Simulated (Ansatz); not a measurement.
Structure of amorphous Sn12Te12O36 (periodic cell):

```xyz
60
Lattice="10.5623 0.0000 0.0000 0.0000 10.5623 0.0000 0.0000 0.0000 10.5623" Properties=species:S:1:pos:R:3 pbc="T T T"
Sn     3.6525     3.3422     1.5898
Sn     5.1318     3.1240     4.3914
Sn     7.8294     5.9450     9.9753
Sn     9.7247     4.5853     3.4300
Sn     8.8045     2.3539     8.6897
Sn     4.9258     9.8189     1.7919
Sn     2.5310     0.3383     4.3958
Sn     2.1899     4.2104     5.4487
Sn     8.7680     5.4605     6.5715
Sn     2.5280     7.3074     3.2087
Sn     5.1301     0.1444     6.4886
Sn     2.0693     1.1426     7.5969
Te    10.0367     9.3936     4.1104
Te     1.2883     1.2162     0.5112
Te     5.0719     3.2263     8.6483
Te     8.6058    10.0971     9.5314
Te     1.0701     4.3903     9.4063
Te     7.6037     7.8717     3.4532
Te     5.3945     6.0973     5.6449
Te     8.5316     1.9445     5.7497
Te     0.2947     8.5807     7.4142
Te     0.4894     8.2571     0.5888
Te     7.5482     2.8364     1.3136
Te     4.2310     6.5341    10.4786
O      1.4115     9.8445     1.1035
O      2.0161     7.1852     1.0477
O      1.0454     8.2247     9.2344
O      4.3299     4.2082     6.0088
O      4.5391     2.7882    10.3989
O      0.3922     8.0522     2.9741
O      3.0444    10.2121     6.4743
O      4.2110     1.6788     7.7853
O      2.6692     4.5581     8.5003
O      5.1534     7.7919     0.9544
O      2.3933     0.8253     9.5910
O      8.9914     8.8599     7.9831
O      1.8711     2.1901     5.8940
O      5.9717     5.0922     4.1609
O      3.9517     5.3543     1.3949
O      8.6651     4.4590     8.4350
O      6.7166     2.5421     5.7161
O      8.7758     6.0355     4.6113
O      7.7294     4.7409     1.1453
O      3.1978     3.5995     3.6057
O      9.1634     2.6208     0.1511
O      6.4419     7.7589     4.9945
O      2.7041     1.4698     1.7811
O      5.4920     2.8450     2.4287
O      1.7215     3.4721     0.4539
O      6.7359     9.4708     2.8573
O     10.2476     6.5609     7.2671
O      6.7664     5.6966     6.9229
O      3.5343     9.1368     3.3169
O      8.4159     2.8910     3.0151
O      0.4877     2.7438     8.5405
O      9.4347     3.6722     5.5362
O      0.3666     0.0425     7.5384
O      6.7212     2.3103     8.9809
O      4.5052     1.1637     4.7030
O      5.7624     5.6397     9.7054
```

Level of theory: PBE, scalar-relativistic without spin-orbit coupling (plane waves to 420 eV, PAW; Ansatz, a program for electronic structure).

A CHGNet melt-quench gave the starting glass, which DFT then relaxed. O atoms were pushed apart under 1.9 Å during the dynamics, to hinder bonds among them. The hot cell started wider than the set density and was brought back towards it in steps. It is the lowest in DFT energy of 2 quenches. It is a model cell: composition and starting density were chosen by hand, and all elements were melted together. No dispersion term was used. Its density started from a set value of 5.50 and ended at 4.98 g/cm³. The simulated quench (nominally 190 K/ps over its main leg) is rapid and tends to freeze in more defects than a deposited or slowly cooled glass has. A cell of this size samples the disorder only roughly. The volume was free in the relaxation, at fixed shape. On a 2×2×2 Γ-centred mesh force components of up to 0.20 eV/Å stay, since the relaxation ran on the zone centre alone.

Cut-offs for bonds: Sn-Sn 3.06 Å, Sn-Te 3.05 Å, Sn-O 2.62 Å, Te-Te 3.23 Å, Te-O 2.58 Å, O-O 1.58 Å. Two cations that share two anions don't count as bonded, nor two that share one unless they lie closer than Sn-Sn 2.97 Å, Sn-Te 2.96 Å, Te-Te 2.95 Å.

Question: Give the coordination numbers, mean bond lengths and angles.

Answer: 
| Item | Result |
|---|---|
| Mean coordination of Sn by anions | 4.08 (6 with 3, 2 with 4, 1 with 5, 3 with 6); 2 close contacts or bonds to cations besides |
| Mean coordination of Te by anions | 3.08 (2 with 1, 1 with 2, 3 with 3, 6 with 4); 4 close contacts or bonds to cations besides |
| Mean coordination of O | 2.39 (1 with 1, 20 with 2, 15 with 3) |
| Mean Sn-O bond | 2.151 Å (spread 0.103 Å, 49 counted) |
| Mean Te-O bond | 2.019 Å (spread 0.174 Å, 37 counted) |
| Mean Sn-Te close contact | 2.965 Å (spread 0.016 Å, 2 counted) |
| Mean Te-Te bond | 2.944 Å (spread 0.000 Å, 1 counted) |
| Bond angle at Sn | mean 102.0°, spread 28.6° |
| Bond angle at Te | mean 101.2°, spread 26.7° |
| Bond angle at O | mean 120.1°, spread 14.9° |

Question: List the pairs of like atoms that count as bonded by the rules above.

Answer: Te13-Te18 (2.94 Å).
